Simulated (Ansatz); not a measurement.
Here is the system:

```
CELL_PARAMETERS angstrom
      0.00000     2.81429     2.81429
      2.81429     0.00000     2.81429
      2.81429     2.81429     0.00000
ATOMIC_POSITIONS crystal
  I  0.75000 0.75000 0.75000
  Cu 0.00000 0.00000 0.00000
```

No spin polarisation.

Level of theory: r2SCAN (Ansatz, a program for electronic structure; PAW; 500 eV plane waves; without spin-orbit coupling). k-mesh 10×10×10 (Γ-centred); smearing 0.05 eV (Fermi–Dirac).

### Question
Predict the electron mass, hole mass, width of the top valence band and band gap.

### Answer
- Electron mass = 0.18 mₑ (at Γ)
- Hole mass (degenerate bands, along [100]) = 0.26, 0.46, 0.46 mₑ (at Γ)
- Width of the top valence band = 2.48 eV
- Band gap = 2.37 eV

With I present, leaving out spin-orbit coupling can change the band edges. Load acts through the strain it causes; cell and atoms are relaxed under it. Masses are band curvatures over ±0.01 Å⁻¹ around the edge. Whether these cells are dynamically stable was not tested. Tetrahedral semiconductors of this kind turn to denser phases somewhere between about 1 and 50 GPa; those were not computed, so compressed cells here can lie past the real transition. All final runs are without spin polarisation. The cell was made from CuI in the zinc blende structure (space group F-43m, No. 216) by this change: pressure 15 GPa.
